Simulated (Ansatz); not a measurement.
Start from MgS in the rock salt structure (space group Fm-3m, No. 225; a = 5.1820 Å).

Computed with DFT with PBEsol, PAW potentials and a 420 eV plane-wave cutoff in Ansatz (a program for electronic structure), without spin-orbit coupling.

For the base:

The lattice parameter a is 5.182 Å. The valley order is X along ⟨100⟩ 2.73 eV; Γ 3.69 eV, the hole mass is 0.25, 0.92, 0.92 mₑ (at Γ) and the electron mass is 0.53 mₑ along k, 0.29 mₑ across (at X).

Perturbation: hydrostatic tension (pressure −2 GPa).

### Question
What does the calculation give for the lattice parameter a, valley order, hole mass and electron mass after the change?

### Answer
The lattice parameter a grows by 0.047 Å (5.182 Å → 5.229 Å); the valley order (the lowest conduction-band minima on the path, energy above the VBM, named in the base's zone) changes from X along ⟨100⟩ 2.73 eV; Γ 3.69 eV to X along ⟨100⟩ 2.67 eV; Γ 3.48 eV; the hole mass (degenerate bands, along [100]) changes from 0.25, 0.92, 0.92 mₑ (at Γ) to 0.24, 0.95, 0.95 mₑ (at Γ); the electron mass becomes 0.52 mₑ along k, 0.29 mₑ across (at X) (base: 0.53 mₑ along k, 0.29 mₑ across (at X)).

The levels and masses belong to the bands next to the band gap. Load acts through the strain it causes; cell and atoms are relaxed under it. Masses are band curvatures over ±0.01 Å⁻¹ around the edge. Along k means along the line from Γ to the band edge. Stability against distortions was not tested.
